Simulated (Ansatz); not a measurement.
Migration barriers: P vacancy in zinc-blende AlP, charge state +1

Defect migration in zinc-blende AlP: P vacancy, charge state +1. Calculation: PBE, PAW (plane waves to 420 eV; Ansatz, an electronic-structure program).

Settings: 64 host sites, the relaxed PBE lattice, a 2×2×2 k-point mesh shifted by half a step, smearing 0.01 eV, spin-restricted, no image-charge correction. Energies are static. The charge state is imposed; whether it is stable for some Fermi level was not computed. Forms of the defect that were not tried may lie lower.

Barriers: single points on a 3×3×3 k-point mesh shifted by half a step at the bands' geometries.

| Route | Start site over the lowest site run (eV) | Hop (Å) | Forward barrier (eV) | Backward barrier (eV) | Neighbours at the start | Neighbours at the saddle | Saddle order | Forward, on the band's own sampling (eV) |
|---|---|---|---|---|---|---|---|---|
| one P atom jumps into the vacancy from a nearby P site | 0.00 | 3.81 | 2.49 | 2.49 | 3 Al at 2.38, Al at 2.41 Å | Al at 2.27, 2 Al at 2.45 Å | not checked, on a symmetry element | 2.48 |

Paths come from nudged elastic bands with a climbing image.  A band can be held on a symmetry element, so unchecked saddle points there may be too high.
